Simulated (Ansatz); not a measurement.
Data:

```xyz
2
Lattice="0.0000 3.1245 3.1245 3.1245 0.0000 3.1245 3.1245 3.1245 0.0000" Properties=species:S:1:pos:R:3 pbc="T T T"
Sn     0.0000     0.0000     0.0000
Te     3.1245     3.1245     3.1245
```

No spin polarisation.

Calculations: PBE/PAW in Ansatz (a first-principles code), no spin-orbit coupling. Settings: 13×13×13 k-points, 0.05 eV Fermi–Dirac smearing.

Problem. Predict the pressure and space group.

Solution. The pressure is 3.64 GPa. The space group comes out as Fm-3m (No. 225).

The cells carry an imposed strain or load. Whether these cells are dynamically stable was not tested. The cell was made from SnTe in the rock salt structure (space group Fm-3m, No. 225) by this change: isotropic strain −2.50 %.
